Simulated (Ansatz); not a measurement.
**Several settings converged on AlH3 (R-3c, 8 atoms in the cell)**

```xyz
8
Lattice="2.2147 1.2787 3.9230 -2.2147 1.2787 3.9230 0.0000 -2.5573 3.9230" Properties=species:S:1:pos:R:3 pbc="T T T"
Al     0.0000     0.0000     0.0000
Al     0.0000     0.0000     5.8846
H      1.4011    -0.1306     6.8653
H     -1.4011     0.1306     4.9038
H     -0.5874     1.2787     6.8653
H      0.5874    -1.2787     4.9038
H     -0.8136    -1.1481     6.8653
H      0.8136     1.1481     4.9038
```

Base method: LDA (PW92), default PAW files made with PBE (plane waves; Ansatz, an electronic-structure program).

Base settings: basis.ecutwfc = 420 eV; kpoints.mp_grid.grid = 7 7 7; hamiltonian.xc = lda; hamiltonian.pseudopotentials = {kind: paw} (the program's default PAW files); scf.occupations.method = fixed.

Core times come from one kind of shared machine, to one figure; runs under 30 s give none.

**Zone-centre phonons against the cutoff**

In this ladder: phonons.method = dfpt; phonons.dielectric = true; phonons.rigid_motions = translations.

The mesh stays at the base's, so the ladder's end is converged at best in this setting alone.

Frequencies are those of the unrelaxed cell, without the LO-TO term of polar crystals.

Only quantities that move along the ladder and can be compared are tabulated.

ε∞ and Born charges come from denser meshes that the program picks itself.

```csv
basis.ecutwfc,highest zone-centre frequency (cm⁻¹),lowest optical frequency (cm⁻¹),largest Born charge (mean of the diagonal) (e),mean ε∞,core time / last (rough)
210 eV,2048.5,299.1,2.648,4.900,0.7
250 eV,2042.9,296.4,2.665,4.895,0.6
295 eV,2001.6,292.1,2.673,4.890,0.6
355 eV,1985.5,295.3,2.675,4.884,0.5
420 eV,1984.9,294.8,2.673,4.881,0.6
505 eV,1984.1,294.7,2.673,4.881,0.8
630 eV,1984.2,294.7,2.673,4.881,1
```

Coarsest basis.ecutwfc that holds the mean ε∞ within 0.01 of the last step, with all finer ones: 295 eV; the step before is off by 0.014.

Coarsest basis.ecutwfc that holds the largest Born charge (mean of the diagonal) within 0.005 e of the last step, with all finer ones: 295 eV; the step before is off by 0.008 e.

Coarsest basis.ecutwfc that holds the lowest optical frequency within 1 cm⁻¹ of the last step, with all finer ones: 355 eV; the step before is off by 2.5 cm⁻¹.

**The dielectric constant against shifted meshes**

In this ladder: kpoints.mp_grid.shift = 0.5 0.5 0.5; dielectric = true; dielectric.field_mesh = kpoints.

Only quantities that move along the ladder and can be compared are tabulated.

| kpoints.mp_grid.grid | mean ε∞ | core time / last (rough) |
|---|---|---|
| 3 3 3 | 4.580 | – |
| 4 4 4 | 4.756 | – |
| 5 5 5 | 4.829 | – |
| 6 6 6 | 4.860 | – |
| 7 7 7 | 4.872 | – |
| 9 9 9 | 4.880 | 0.1 |
| 11 11 11 | 4.881 | 0.2 |
| 13 13 13 | 4.881 | 0.4 |
| 17 17 17 | 4.881 | 1 |

Coarsest kpoints.mp_grid.grid that holds the mean ε∞ within 0.01 of the last step, with all finer ones: 7 7 7; the step before is off by 0.021.

On the base run: the starting cell comes from a database of computed structures (which also holds hypothetical and non-ambient phases and stackings), without a prior relaxation at this level. Its lattice was rescaled by up to half a per cent.

Keys are those of Ansatz 0.2.
